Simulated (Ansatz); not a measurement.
## AlN: pressure series

The reference is AlN in the zinc blende structure (space group F-43m, No. 216; a = 4.370 Å).

Cell and atoms are relaxed at each pressure.

Method: r2SCAN (Ansatz, an electronic-structure program, PAW, no SOC).

```tsv
P (GPa)	V (Å³/atom)
-2.00	10.532
-1.00	10.480
0.30	10.415
0.70	10.396
1.50	10.357
3.01	10.286
5.01	10.195
7.51	10.087
10.01	9.983
```

Fit a third-order Birch–Murnaghan equation of state.

Least squares on P(V) = (3B₀/2)[(V₀/V)^(7/3) − (V₀/V)^(5/3)]·[1 + (3/4)(B₀′ − 4)((V₀/V)^(2/3) − 1)] gives V₀ = 10.43 Å³/atom, B₀ = 210 GPa and B₀′ = 3.8.

Between the base and pressure 10 GPa the gap moves from 3.94 eV to 3.98 eV, a mean slope of 3.4 meV/GPa.

Load acts through the strain it causes; cell and atoms are relaxed under it. Whether these cells are dynamically stable was not tested. Tetrahedral semiconductors of this kind turn to denser phases somewhere between about 1 and 50 GPa; those were not computed, so compressed cells here can lie past the real transition. This is not the structure that AlN has at room temperature and ambient pressure.
